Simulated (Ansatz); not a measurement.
# VO2 in the rutile structure (space group P4_2/mnm, No. 136; ferromagnetic)

Space group P4₂/mnm (No. 136); a = 4.584 Å, b = 4.584 Å, c = 2.839 Å, α = 90.00°, β = 90.00°, γ = 90.00°

```csv
atom,site,symmetry,x,y,z
V,2a,m.mm,0.0000,0.0000,0.0000
O,4f,m.2m,0.3000,0.3000,0.0000
```

The values are results of PBE (Ansatz, an electronic-structure program), no spin-orbit coupling, not measurements. Γ-centred 10×10×16 mesh, Fermi–Dirac width 0.05 eV.

```json
{
  "volume_per_atom": "9.94 Å³",
  "density": "4.62 g/cm³",
  "band_gap": "zero",
  "magnetic_state": "ferromagnetic",
  "total_energy": "-1349.792 eV/atom (σ→0; compares only within this code and set-up)"
}
```

Other magnetic orders, which the real material may have, were not ruled out. No phonon test of stability was made. No Hubbard U is applied, and correlation can decide whether such a compound is a metal.
